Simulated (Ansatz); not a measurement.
## Rb2InAgCl6: response to strain

The reference is Rb₂InAgCl₆ (space group Fm-3m, No. 225; a = 10.308 Å; a cell from a computed database, its experimental status unchecked). Axes: x, y, z lie along the cube axes.

Strains are applied to the cell and any free atomic positions relax; under biaxial strain the out-of-plane vector relaxes too; under stress the whole cell relaxes.

All numbers come from Kohn–Sham DFT with the PBEsol functional, run in Ansatz (a first-principles code) with PAW and 420 eV plane waves, without spin-orbit coupling.

Notes on the quantities. pressure: mean of the normal stresses, compression positive.

```csv
change,pressure,shortest interatomic distance,electron mass
base,0.00 GPa,2.521 Å,0.26 mₑ (at Γ)
"biaxial strain +4.44 %, plane normal [001], relaxed out of plane",-1.03 GPa,2.464 Å,"0.28 mₑ out of plane, 0.41 mₑ in plane (at Γ)"
isotropic strain −0.87 %,0.92 GPa,2.507 Å,0.26 mₑ (at Γ)
isotropic strain +0.79 %,-0.72 GPa,2.533 Å,0.26 mₑ (at Γ)
uniaxial strain ε_xx = −1.02 %,0.35 GPa,2.510 Å,–
uniaxial strain ε_xx = +2.18 %,-0.63 GPa,2.529 Å,"0.28 mₑ along x, 0.26 mₑ across (at Γ)"
uniaxial strain ε_zz = −0.42 %,0.14 GPa,2.517 Å,0.26 mₑ (at Γ)
"uniaxial stress, 2 GPa tension along z",–,2.516 Å,"0.34 mₑ along z, 0.27 mₑ across (at Γ)"
tensor shear ε_xy = −1.43 %,0.01 GPa,2.520 Å,0.26 mₑ (at Γ)
```

The levels and masses belong to the bands next to the band gap. Effective masses come from finite differences of ±0.01 Å⁻¹. Stability under load was not tested beyond the relaxation.
